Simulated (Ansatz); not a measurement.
Consider Se (space group P3_121, No. 152; a = 4.5294 Å, c = 5.0424 Å; made of chains).

Structures relaxed with Kohn–Sham DFT with the PBE functional, run in Ansatz (a quantum-chemistry and plane-wave program) with PAW and 420 eV plane waves, without spin-orbit coupling, earlier PAW set.

Base:

Simulated powder pattern, Cu Kα1, λ = 1.54056 Å (kinematic, ideal powder, no thermal factors, no anomalous dispersion; the 8 strongest lines at most, above 2 %, up to 2θ = 90°):

```
2θ (°)  I/Imax (%)    hkl
------  ----------  -----
22.65           51  (100)
28.81          100  (101)
39.77           16  (110)
42.59           34  (012)
43.78           28  (111)
49.85           25  (201)
62.60           20  (210)
87.70           16  (123)
```

Perturbation: every lattice vector is shortened by 5.27 %; the atoms relax in the strained cell.

Question: How do the reflections move or split?

Answer: 
Simulated powder pattern, Cu Kα1, λ = 1.54056 Å (kinematic, ideal powder, no thermal factors, no anomalous dispersion; the 8 strongest lines at most, above 2 %, up to 2θ = 90°):

```tsv
2θ (°)	d (Å)	I/Imax (%)	hkl
23.93	3.716	28	(100)
30.45	2.933	100	(101)
42.08	2.145	23	(110)
45.09	2.009	33	(012)
46.36	1.957	18	(111)
52.83	1.732	21	(201)
63.37	1.466	12	(022)
66.52	1.404	14	(210)
```

The indices refer to the base's conventional cell; one index is shown for lines that coincide.

No phonon test of stability was made. No dispersion term is included, though the crystal is made of layers, chains or molecules, so its spacings can come out too wide.
